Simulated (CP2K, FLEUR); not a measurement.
A CP2K input for a self-consistent single point of SrFe₂As₂ (I4/mmm, 5 atoms in the cell) (DFT PBEsol, GPW, DZVP-MOLOPT-SR-GTH basis, GTH-PBE potentials (GTH_POTENTIALS)):

```
&GLOBAL
  PROJECT scf
  RUN_TYPE ENERGY_FORCE
  PRINT_LEVEL LOW
&END GLOBAL
&FORCE_EVAL
  METHOD Quickstep
  STRESS_TENSOR ANALYTICAL
  &DFT
    BASIS_SET_FILE_NAME BASIS_MOLOPT
    POTENTIAL_FILE_NAME GTH_POTENTIALS
    &QS
      METHOD GPW
      EPS_DEFAULT 1E-10
    &END QS
    &MGRID
      CUTOFF 600
      REL_CUTOFF 50
      NGRIDS 5
    &END MGRID
    &SCF
      SCF_GUESS ATOMIC
      EPS_SCF 1E-7
      MAX_SCF 100
      ADDED_MOS 9
      &DIAGONALIZATION
        ALGORITHM STANDARD
      &END DIAGONALIZATION
      &MIXING
        METHOD BROYDEN_MIXING
        ALPHA 0.3
        NBUFFER 8
        BETA 1.5
      &END MIXING
      &SMEAR ON
        METHOD GAUSSIAN
        SIGMA [eV] 0.2
      &END SMEAR
    &END SCF
    &KPOINTS
      SCHEME MONKHORST-PACK 6 6 6
      GAMMA_CENTERED T
    &END KPOINTS
    &XC
      &XC_FUNCTIONAL
        &PBE
          PARAMETRIZATION PBESOL
        &END PBE
      &END XC_FUNCTIONAL
    &END XC
    &PRINT
      &MO
        EIGENVALUES T
        OCCUPATION_NUMBERS T
        NDIGITS 8
        FILENAME mo
        &EACH
          QS_SCF 0
        &END EACH
        ADD_LAST NUMERIC
      &END MO
      &MULLIKEN OFF
      &END MULLIKEN
    &END PRINT
  &END DFT
  &SUBSYS
    &CELL
      A 6.46166100 0.00000000 0.00000000
      B 4.07860700 5.01178800 0.00000000
      C -5.27013400 -2.50589400 2.77475100
      PERIODIC XYZ
    &END CELL
    &COORD
      Sr       0.00000000     0.00000000     0.00000000
      Fe       2.03930350     2.50589400     1.38737550
      Fe       3.23083050     0.00000000     1.38737550
      As       6.84063393     3.25265041     0.00000000
      As       3.69963407     1.75913759     0.00000000
    &END COORD
    &KIND Sr
      BASIS_SET DZVP-MOLOPT-SR-GTH-q10
      POTENTIAL GTH-PBE-q10
    &END KIND
    &KIND Fe
      BASIS_SET DZVP-MOLOPT-SR-GTH-q16
      POTENTIAL GTH-PBE-q16
    &END KIND
    &KIND As
      BASIS_SET DZVP-MOLOPT-SR-GTH-q5
      POTENTIAL GTH-PBE-q5
    &END KIND
  &END SUBSYS
  &PRINT
    &FORCES ON
    &END FORCES
    &STRESS_TENSOR ON
    &END STRESS_TENSOR
  &END PRINT
&END FORCE_EVAL
```

Give the FLEUR input for the same structure, mesh, smearing and functional.

One input that does it (others would too):

Input of the input generator:

```
Sr(FeAs)2 FLAPW
&input film=f /
-1.9620450000 1.9620450000 5.8355650000
1.9620450000 -1.9620450000 5.8355650000
1.9620450000 1.9620450000 -5.8355650000
1.8897261246
1.0 1.0 1.0

5
38 0.0000000000 0.0000000000 0.0000000000
26 0.2500000000 0.7500000000 0.5000000000
26 0.7500000000 0.2500000000 0.5000000000
33 0.6490000000 0.6490000000 0.0000000000
33 0.3510000000 0.3510000000 0.0000000000

&comp jspins=1 /
&exco xctyp='PBEs' /
&kpt div1=6 div2=6 div3=6 gamma=t /
&end /
```

```xml
<?xml version="1.0" encoding="UTF-8" standalone="no"?>
<fleurInput fleurInputVersion="0.39">
   <comment>
      Sr(FeAs)2 FLAPW                                                                                     
   </comment>
   <calculationSetup>
      <cutoffs Kmax="4.0" Gmax="12.0" GmaxXC="12.0" numbands="0"/>
      <scfLoop itmax="80" minDistance="0.00001" maxIterBroyd="15" imix="Anderson" alpha="0.05" precondParam="0.0" spinf="2.0"/>
      <coreElectrons ctail="T" frcor="F" kcrel="0" coretail_lmax="0"/>
      <xcFunctional name="PBEs" relativisticCorrections="F"/>
      <magnetism jspins="1"/>
      <soc l_soc="F" theta="0.0" phi="0.0" spav="F"/>
      <expertModes spex="0" secvar="F"/>
      <geometryOptimization l_f="T" forcealpha="1.0" forcemix="BFGS" epsdisp="0.00001" epsforce="0.00001"/>
      <ldaU l_linMix="F" mixParam="0.05" spinf="1.0"/>
   </calculationSetup>
   <cell>
      <bzIntegration valenceElectrons="72.0" mode="gauss" fermiSmearingEnergy="0.00734986">
         <kPointListSelection listName="default-1"/>
         <!-- k-points included here -->
         <xi:include xmlns:xi="http://www.w3.org/2001/XInclude" href="kpts.xml"> </xi:include>
      </bzIntegration>
      <!-- symmetry operations included here -->
      <xi:include xmlns:xi="http://www.w3.org/2001/XInclude" href="sym.xml"> </xi:include>
      <bulkLattice scale="1.0">
         <bravaisMatrix>
            <row-1>   -3.7077276941408068     3.7077276941408068    11.0276196323013984</row-1>
            <row-2>    3.7077276941408068    -3.7077276941408068    11.0276196323013984</row-2>
            <row-3>    3.7077276941408068     3.7077276941408068   -11.0276196323013984</row-3>
         </bravaisMatrix>
      </bulkLattice>
   </cell>
   <atomSpecies>
      <species name="Strontium (Sr)" element="Sr" atomicNumber="38">
         <mtSphere radius="2.68" gridPoints="925" logIncrement="0.014"/>
         <atomicCutoffs lmax="10" lnonsphr="8"/>
         <electronConfig flipSpins="F">
            <coreConfig>(1s1/2) (2s1/2) (2p1/2) (2p3/2) (3s1/2) (3p1/2) (3p3/2) (3d3/2) (3d5/2)</coreConfig>
            <valenceConfig>(4s1/2) (4p1/2) (4p3/2) (5s1/2)</valenceConfig>
         </electronConfig>
         <energyParameters s="5" p="5" d="4" f="4"/>
         <lo type="SCLO" l="0" n="4" eDeriv="0"/>
         <lo type="SCLO" l="1" n="4" eDeriv="0"/>
      </species>
      <species name="Iron (Fe)" element="Fe" atomicNumber="26">
         <mtSphere radius="2.02" gridPoints="697" logIncrement="0.017"/>
         <atomicCutoffs lmax="8" lnonsphr="6"/>
         <electronConfig flipSpins="F">
            <coreConfig>(1s1/2) (2s1/2) (2p1/2) (2p3/2)</coreConfig>
            <valenceConfig>(3s1/2) (3p1/2) (3p3/2) (4s1/2) (3d3/2) (3d5/2)</valenceConfig>
            <stateOccupation state="(3d3/2)" spinUp="1.2" spinDown="1.2"/>
            <stateOccupation state="(3d5/2)" spinUp="1.8" spinDown="1.8"/>
         </electronConfig>
         <energyParameters s="4" p="4" d="3" f="4"/>
         <lo type="SCLO" l="0" n="3" eDeriv="0"/>
         <lo type="SCLO" l="1" n="3" eDeriv="0"/>
      </species>
      <species name="Arsenic (As)" element="As" atomicNumber="33">
         <mtSphere radius="2.02" gridPoints="697" logIncrement="0.018"/>
         <atomicCutoffs lmax="8" lnonsphr="6"/>
         <electronConfig flipSpins="F">
            <coreConfig>(1s1/2) (2s1/2) (2p1/2) (2p3/2) (3s1/2) (3p1/2) (3p3/2)</coreConfig>
            <valenceConfig>(4s1/2) (3d3/2) (3d5/2) (4p1/2) (4p3/2)</valenceConfig>
            <stateOccupation state="(4p1/2)" spinUp="0.5" spinDown="0.5"/>
            <stateOccupation state="(4p3/2)" spinUp="1.0" spinDown="1.0"/>
         </electronConfig>
         <energyParameters s="4" p="4" d="3" f="4"/>
         <lo type="HELO" l="2" n="4" eDeriv="0"/>
      </species>
   </atomSpecies>
   <atomGroups>
      <atomGroup species="Strontium (Sr)">
         <relPos label="                   1">.0000000000 .0000000000 .0000000000</relPos>
         <force calculate="T" relaxXYZ="TTT"/>
      </atomGroup>
      <atomGroup species="Iron (Fe)">
         <relPos label="                   2">1.000/4.000 -1.000/4.000 1.000/2.000</relPos>
         <relPos label="                   3">-1.000/4.000 1.000/4.000 1.000/2.000</relPos>
         <force calculate="T" relaxXYZ="TTT"/>
      </atomGroup>
      <atomGroup species="Arsenic (As)">
         <relPos label="                   4">-.3510000000 -.3510000000 .0000000000</relPos>
         <relPos label="                   5">.3510000000 .3510000000 .0000000000</relPos>
         <force calculate="T" relaxXYZ="TTT"/>
      </atomGroup>
   </atomGroups>
   <output dos="F" band="F" slice="F">
      <checks vchk="F" cdinf="F"/>
      <bandDOS minEnergy="-.5*Htr" maxEnergy="0.5*Htr" sigma="0.015" storeEVData="T"/>
      <vacuumDOS vacdos="F" integ="F" star="F" nstars="0" locx1="0.0" locy1="0.0" locx2="0.0" locy2="0.0" nstm="0" tworkf="0.0"/>
      <unfoldingBand unfoldBand="F" supercellX="1" supercellY="1" supercellZ="1"/>
      <plotting iplot="0" polar="F">
         <plot TwoD="T" vec1="  1.0  0.0  0.0" vec2="  0.0  1.0  0.0" vec3="  0.0  0.0  1.0" zero="  0.0  0.0  0.0" file="plot"/>
      </plotting>
      <chargeDensitySlicing numkpt="0" minEigenval="0.0" maxEigenval="0.0" nnne="0" pallst="F"/>
      <specialOutput eonly="F"/>
      <magneticCircularDichroism mcd="F" energyLo="-10.0" energyUp="0.0"/>
   </output>
  <!-- We include the file relax.xml here to enable relaxations (see documentation) -->
  <xi:include xmlns:xi="http://www.w3.org/2001/XInclude" href="relax.xml"> <xi:fallback/> </xi:include>
</fleurInput>
```

Basis, cutoffs, solver keys and any potentials are the target program's own. This input uses DFT, PBEsol, all-electron FLAPW (FLEUR), scalar-relativistic valence.

The starting cell comes from a database of computed structures (which also holds hypothetical and non-ambient phases and stackings), without a prior relaxation at this level.
